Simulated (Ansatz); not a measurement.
# A computed series for WSe2: pressure series

Take WSe₂ in the 2H-MoS2 type structure (space group P6_3/mmc, No. 194; layered, stacked along the Cartesian z axis) as the base.

```
WSe2
1.0
    3.23050     0.00000     0.00000
   -1.61525     2.79770     0.00000
    0.00000     0.00000    12.41131
W Se
2 4
Direct
  0.33333   0.66667   0.25000
  0.66667   0.33333   0.75000
  0.33333   0.66667   0.61455
  0.66667   0.33333   0.11455
  0.66667   0.33333   0.38545
  0.33333   0.66667   0.88545
```

Cell and atoms are relaxed at each pressure.

Levels (all Ansatz, a quantum-chemistry and plane-wave program, PAW): PBEsol-D3(BJ) (420 eV, spin-orbit coupling left out); r2SCAN (500 eV, no SOC).

Band gaps by level, all at the geometries relaxed with PBEsol-D3(BJ):

```tsv
case	PBEsol-D3(BJ)	r2SCAN
base	0.67 eV	0.83 eV
pressure −1 GPa	0.73 eV	0.89 eV
pressure 3 GPa	0.54 eV	0.69 eV
pressure 7 GPa	0.40 eV	0.55 eV
pressure 15 GPa	0.18 eV	0.31 eV
pressure 30 GPa	zero	zero
pressure 75 GPa	zero	zero
pressure 100 GPa	zero	zero
```

Single points use the geometry relaxed with PBEsol-D3(BJ). A case with no gap was solved on a k-mesh chosen for an insulator, which is coarse for it. Spin-orbit coupling, missing from the scalar runs, can matter with W. Load acts through the strain it causes; cell and atoms are relaxed under it. Whether these cells are dynamically stable was not tested. No other phases were tried under pressure. All final runs are without spin polarisation. A zero or small gap of WSe2 under pressure 15 GPa and WSe2 under pressure 30 GPa can be the functional's error rather than a property of the material.
